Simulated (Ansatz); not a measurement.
# Sensitivity of a calculation on Ba3Si2O7 (I4/mmm, 12 atoms in the cell) to its settings

```xyz
12
Lattice="-1.9923 1.9923 10.4112 1.9923 -1.9923 10.4112 1.9923 1.9923 -10.4112" Properties=species:S:1:pos:R:3 pbc="T T T"
Ba     0.0000     0.0000    10.4112
Ba     0.0000     0.0000     6.5632
Ba     0.0000     0.0000    14.2591
Si     0.0000     0.0000     2.0364
Si     0.0000     0.0000    18.7859
O      0.0000     0.0000     0.0000
O      0.0000     1.9923     1.9948
O      1.9923     0.0000     1.9948
O      1.9923     0.0000     8.4164
O      0.0000     1.9923     8.4164
O      0.0000     0.0000     4.0312
O      0.0000     0.0000    16.7911
```

Base run A: PBE (Ansatz, a program for electronic structure), self-consistent single point.

Its settings: basis.ecutwfc = 420 eV; kpoints.mp_grid.grid = 6 6 6; hamiltonian.xc = pbe; hamiltonian.pseudopotentials = {kind: paw} (the program's default PAW files); scf.occupations.method = methfessel_paxton; scf.occupations.width = 0.136 eV.

The starting cell was generated: these elements placed on a structure prototype, without a prior relaxation; it need not be a known phase or ordering of this composition. In the base run, with a pressure of about -9 GPa the cell is away from its equilibrium volume at this level. In the base run, forces exceed 1 eV/Å. Ansatz's pressure includes its estimate of the finite-basis (Pulay) stress.

ΔF is the free energy per atom less that of run A. A dash stands where there is no value to compare (another energy zero or no entropy term, no result, no spin, no clean gap, or a mesh too coarse for one). Absolute energies have different zeros for different potentials, functionals, Hubbard and dispersion terms and are not compared across them.

```tsv
run	change	ΔF (meV/atom)	pressure (GPa)	largest force (eV/Å)	gap on the mesh (eV)	k-points	valence electrons
A	base	0.00	-9.50	3.169	1.122	30	80
B	1 x 1 x 2 supercell, mesh divided to match; kpoints.mp_grid.grid: 6 6 6 → 6 6 3	0.00	-9.50	3.169	1.122	26	160
C	kpoints.mp_grid.grid: 6 6 6 → 2 2 2	12.6	-9.15	3.024	1.139	4	80
D	hamiltonian.xc: pbe → pbesol [PBEsol]	–	-14.54	3.187	1.114	30	80
E	scf.mixing.preconditioner: default (the program chose Resta) → kerker; scf.mixing.q_tf: default → 3	0.00	-9.50	3.169	1.122	30	80
F	scf.algorithm: default → direct_min	0.00	-9.50	3.169	1.122	30	80
G	scf.mixing.algorithm: default (the program chose MSR1) → anderson; scf.mixing.beta: default → 0.2	0.00	-9.50	3.169	1.122	30	80
H	scf.mixing.algorithm: default (the program chose MSR1) → broyden	0.00	-9.50	3.169	1.122	30	80
```

Run C against A: The free energy rises by 12.6 meV/atom, the pressure goes from -9.50 to -9.15 GPa, the largest force goes from 3.169 to 3.024 eV/Å and the gap on the mesh goes from 1.122 to 1.139 eV.

Run D against A: The pressure goes from -9.50 to -14.54 GPa, the largest force goes from 3.169 to 3.187 eV/Å and the gap on the mesh moves little (1.122 to 1.114 eV).

Run B against A: The free energy hardly moves (within 1 meV/atom), the pressure stays at -9.50 GPa, the largest force stays at 3.169 eV/Å and the gap on the mesh stays at 1.122 eV.

Keys are those of Ansatz 0.2.
